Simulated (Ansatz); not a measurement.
We look at the formation energy of Ru_Al in Al (fcc, Fm-3m). Reaction: Ru (hcp) + 63 Al (fcc) → cell A.

Cell A: a supercell of 64 sites of Al (fcc, Fm-3m) with Ru on an Al site (12 Al at 2.79 Å); spin state with PBE: run without spin, k-point mesh 4×4×4.
```yaml
crystal:
  lattice:
    - [11.42845, 0.00000, 0.00000]
    - [5.71423, 9.89733, 0.00000]
    - [5.71423, 3.29911, 9.33129]
  atoms:
    - { symbol: Al, position: [0.00000, 0.00000, 0.00000] }
    - { symbol: Al, position: [0.00000, 0.00000, 0.24997] }
    - { symbol: Al, position: [0.00000, 0.00000, 0.50000] }
    - { symbol: Al, position: [0.00000, 0.00000, 0.75003] }
    - { symbol: Al, position: [0.00000, 0.24997, 0.00000] }
    - { symbol: Al, position: [0.99781, 0.25104, 0.25104] }
    - { symbol: Al, position: [0.99781, 0.25104, 0.50011] }
    - { symbol: Al, position: [0.00000, 0.24997, 0.75003] }
    - { symbol: Al, position: [0.00000, 0.50000, 0.00000] }
    - { symbol: Al, position: [0.99781, 0.50011, 0.25104] }
    - { symbol: Al, position: [0.00000, 0.50000, 0.50000] }
    - { symbol: Al, position: [0.00219, 0.49989, 0.74896] }
    - { symbol: Al, position: [0.00000, 0.75003, 0.00000] }
    - { symbol: Al, position: [0.00000, 0.75003, 0.24997] }
    - { symbol: Al, position: [0.00219, 0.74896, 0.49989] }
    - { symbol: Al, position: [0.00219, 0.74896, 0.74896] }
    - { symbol: Al, position: [0.24997, 0.00000, 0.00000] }
    - { symbol: Al, position: [0.25104, 0.99781, 0.25104] }
    - { symbol: Al, position: [0.25104, 0.99781, 0.50011] }
    - { symbol: Al, position: [0.24997, 0.00000, 0.75003] }
    - { symbol: Al, position: [0.25104, 0.25104, 0.99781] }
    - { symbol: Al, position: [0.25000, 0.25000, 0.25000] }
    - { symbol: Al, position: [0.25104, 0.25104, 0.50011] }
    - { symbol: Al, position: [0.24827, 0.24827, 0.75173] }
    - { symbol: Al, position: [0.25104, 0.50011, 0.99781] }
    - { symbol: Al, position: [0.25104, 0.50011, 0.25104] }
    - { symbol: Al, position: [0.25560, 0.50000, 0.50000] }
    - { symbol: Al, position: [0.25560, 0.50000, 0.74440] }
    - { symbol: Al, position: [0.24997, 0.75003, 0.00000] }
    - { symbol: Al, position: [0.24827, 0.75173, 0.24827] }
    - { symbol: Al, position: [0.25560, 0.74440, 0.50000] }
    - { symbol: Al, position: [0.24827, 0.75173, 0.75173] }
    - { symbol: Al, position: [0.50000, 0.00000, 0.00000] }
    - { symbol: Al, position: [0.50011, 0.99781, 0.25104] }
    - { symbol: Al, position: [0.50000, 0.00000, 0.50000] }
    - { symbol: Al, position: [0.49989, 0.00219, 0.74896] }
    - { symbol: Al, position: [0.50011, 0.25104, 0.99781] }
    - { symbol: Al, position: [0.50011, 0.25104, 0.25104] }
    - { symbol: Al, position: [0.50000, 0.25560, 0.50000] }
    - { symbol: Al, position: [0.50000, 0.25560, 0.74440] }
    - { symbol: Al, position: [0.50000, 0.50000, 0.00000] }
    - { symbol: Al, position: [0.50000, 0.50000, 0.25560] }
    - { symbol: Ru, position: [0.50000, 0.50000, 0.50000] }
    - { symbol: Al, position: [0.50000, 0.50000, 0.74440] }
    - { symbol: Al, position: [0.49989, 0.74896, 0.00219] }
    - { symbol: Al, position: [0.50000, 0.74440, 0.25560] }
    - { symbol: Al, position: [0.50000, 0.74440, 0.50000] }
    - { symbol: Al, position: [0.49989, 0.74896, 0.74896] }
    - { symbol: Al, position: [0.75003, 0.00000, 0.00000] }
    - { symbol: Al, position: [0.75003, 0.00000, 0.24997] }
    - { symbol: Al, position: [0.74896, 0.00219, 0.49989] }
    - { symbol: Al, position: [0.74896, 0.00219, 0.74896] }
    - { symbol: Al, position: [0.75003, 0.24997, 0.00000] }
    - { symbol: Al, position: [0.75173, 0.24827, 0.24827] }
    - { symbol: Al, position: [0.74440, 0.25560, 0.50000] }
    - { symbol: Al, position: [0.75173, 0.24827, 0.75173] }
    - { symbol: Al, position: [0.74896, 0.49989, 0.00219] }
    - { symbol: Al, position: [0.74440, 0.50000, 0.25560] }
    - { symbol: Al, position: [0.74440, 0.50000, 0.50000] }
    - { symbol: Al, position: [0.74896, 0.49989, 0.74896] }
    - { symbol: Al, position: [0.74896, 0.74896, 0.00219] }
    - { symbol: Al, position: [0.75173, 0.75173, 0.24827] }
    - { symbol: Al, position: [0.74896, 0.74896, 0.49989] }
    - { symbol: Al, position: [0.75000, 0.75000, 0.75000] }
```

Reference: Ru (hcp, P6₃/mmc), 2 atoms in the cell; spin state with PBE: run without spin, k-point mesh 30×30×14 on the run's own vectors. Conventional cell: a = b = 2.7216 Å, c = 4.2937 Å, α = β = 90.00°, γ = 120.00°.

Reference: Al (fcc, Fm-3m), 64 atoms in the cell, the relaxed perfect crystal repeated, atoms not moved again, k-point mesh 4×4×4 on the run's own vectors.

Plane-wave PAW calculations with Ansatz (a program for electronic structure), its PAW set soft_1, cutoff 500 eV. The structures are at rest with PBE, within the held lattices; other levels are single points on them. Neutral cells; Fermi-Dirac smearing of at most 0.10 eV in the solids, energies taken to zero width. The lattices are those relaxed with PBE, so at other levels the solids can be strained. Larger cells are relaxed from a start prepared with the learned potential CHGNet, on a coarser mesh till forces fall under 0.03 eV/Å, which some starts already meet. A dispersion term (D3(BJ), or D4 for r2SCAN) was computed beside these levels and is taken off wherever the name lacks it. Space groups of crystals are read within 0.01 Å. Static lattices, no vibrational contributions. The structures are the rest points that the relaxations reached, not proven lowest. Values are for these cell sizes. Mesh and cell size may move defect energies by 0.1 eV or more. Cell A has symmetry Fm-3m within 0.02 Å and got no random move, so less symmetric positions, which may lie lower, weren't tried.

Q: Give the value at the level r2SCAN.

A: -1.42 eV, for Ru (hcp) + 63 Al (fcc) → cell A.
